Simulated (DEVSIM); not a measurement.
System: abrupt Ge n-p junction, at 350 K.

Layer 1 from the left is Ge, thickness (μm) 34.0, Nd (cm⁻³) 6.3e15, τn (s) 9.1e-5, τp (s) 9.1e-5. Layer 2 from the left is Ge, thickness (μm) 0.740, Na (cm⁻³) 1e17, τn (s) 9.1e-5, τp (s) 9.1e-5.

Left contact: ohmic. Right contact: ohmic. Voltage is applied to the left contact. Recombination: SRH at mid-gap. Mobility is constant in doping.

Constants are typed, rounded textbook-type inputs, not results; the design itself was drawn at random and stands for no fabricated device. Values at 300 K; Nc and Nv go as T^1.5, mobilities as T to minus their exponent, the gap by Varshni's rule with the affinity fixed.

Ge: gap (eV) 0.664, affinity (eV) 4, permittivity 16, Nc (cm⁻³) 1.04e19, Nv (cm⁻³) 6e18, μn (cm²/Vs) 3900, μp (cm²/Vs) 1900, T exponent of μn 1.66, T exponent of μp 2.33, Varshni α (eV/K) 0.000477, Varshni β (K) 235.

### Question
Estimate by hand the capacitance at 2 V, and compare with a numerical solution.

### Answer

- Capacitance at 2 V: C = √(qεN / 2(Vbi + |V|)) = 17.2 nF/cm²; numerical 17.4 nF/cm² (estimate below by 1.4 %).

Simulated with DEVSIM: 1D drift-diffusion, Boltzmann statistics, complete ionisation; no tunnelling, impact ionisation, image-force lowering or self-heating.
